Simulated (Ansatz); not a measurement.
Base system: Ta in the bcc (W type) structure (space group Im-3m, No. 229; a = 3.254 Å; relaxed with 0.1 eV smearing). Axes: x, y, z lie along the cube axes.

Computed with plane-wave PAW DFT at the LDA level (Ansatz, an electronic-structure program, 420 eV), without spin-orbit coupling.

Now apply this change: the cell is stretched by 1.00 % along z with no lateral relaxation, atoms relaxed at fixed cell.

Question: Predict the stress tensor and what it implies for the stiffness.

Answer: Stress of the strained cell less that of the base (GPa, compression positive):
```
   -1.7     0.0     0.0
    0.0    -1.7     0.0
    0.0     0.0    -2.9
```

Then −Δσ_ii/ε with ε = 0.0100 gives relaxed-ion elastic constants: C33 ≈ 292 GPa, C13 ≈ 170 GPa and C23 ≈ 170 GPa.

No phonon test of stability was made. All final runs are without spin polarisation.
